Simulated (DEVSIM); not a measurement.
Device: abrupt InP n-p junction, at 300 K.

| layer (left to right) | material | thickness (μm) | Nd (cm⁻³) | Na (cm⁻³) | τn (s) | τp (s) |
|---|---|---|---|---|---|---|
| 1 | InP | 2.30 | 2.7e16 | - | 5.6e-9 | 5.6e-9 |
| 2 | InP | 10.0 | - | 9.8e17 | 5.6e-9 | 5.6e-9 |

Left contact: ohmic. Right contact: ohmic. Voltage is applied to the left contact. Recombination: SRH at mid-gap. Mobility is constant in doping.

The device is made up for the run: typed textbook-type constants, with dimensions and the other settings drawn at random. Values at 300 K; Nc and Nv go as T^1.5, mobilities as T to minus their exponent, the gap by Varshni's rule with the affinity fixed.

| parameter | InP |
|---|---|
| gap (eV) | 1.344 |
| affinity (eV) | 4.38 |
| permittivity | 12.5 |
| Nc (cm⁻³) | 5.7e17 |
| Nv (cm⁻³) | 1.1e19 |
| μn (cm²/Vs) | 5200 |
| μp (cm²/Vs) | 170 |
| T exponent of μn | 2 |
| T exponent of μp | 2 |
| Varshni α (eV/K) | 0.000363 |
| Varshni β (K) | 162 |

Simulated with DEVSIM: 1D drift-diffusion, Boltzmann statistics, complete ionisation; no tunnelling, impact ionisation, image-force lowering or self-heating.

The temperature was swept, all else fixed.

```csv
temperature (K),dark forward voltage at 1 A/cm² (V),potential step across the device at zero bias (V),dark forward voltage at 100 A/cm² (V)
250,1.062,1.254,1.173
300,0.975,1.203,1.110
350,0.886,1.149,1.045
400,0.795,1.093,0.979
450,0.702,1.035,0.912
500,0.608,0.976,0.843
```

From the first row to the last the dark forward voltage at 1 A/cm² goes from 1.062 to 0.608. From the first row to the last the potential step across the device at zero bias goes from 1.254 to 0.976.
